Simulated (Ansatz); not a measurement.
# PBE against r2SCAN: CoSn

The parent structure is CoSn (space group P6/mmm, No. 191; a = 5.2940 Å, c = 4.2354 Å; non-magnetic).

(Cell as relaxed with PBE.)

Levels (all Ansatz, a program for electronic structure, PAW): PBE (420 eV, no spin-orbit coupling); r2SCAN (500 eV, scalar-relativistic without spin-orbit coupling).

Each level relaxes its own structure.

| quantity | PBE | r2SCAN |
|---|---|---|
| volume per atom | 17.13 Å³ | 16.61 Å³ |
| lattice parameter a | 5.294 Å | 5.242 Å |
| lattice parameter c | 4.235 Å | 4.188 Å |
| band gap | zero | zero |

PBE's volume per atom lies 0.526 Å³ above r2SCAN's (3.2 %); PBE's lattice parameter a lies 0.052 Å above r2SCAN's (1.0 %); PBE's lattice parameter c lies 0.047 Å above r2SCAN's (1.1 %); the two agree on the band gap. Neither level is exact; r2SCAN is the comparison here, not a measurement.

No phonon test of stability was made. Starting moments died away, wholly or in part, for the base; another magnetic solution may exist. The final runs are not spin-polarised.
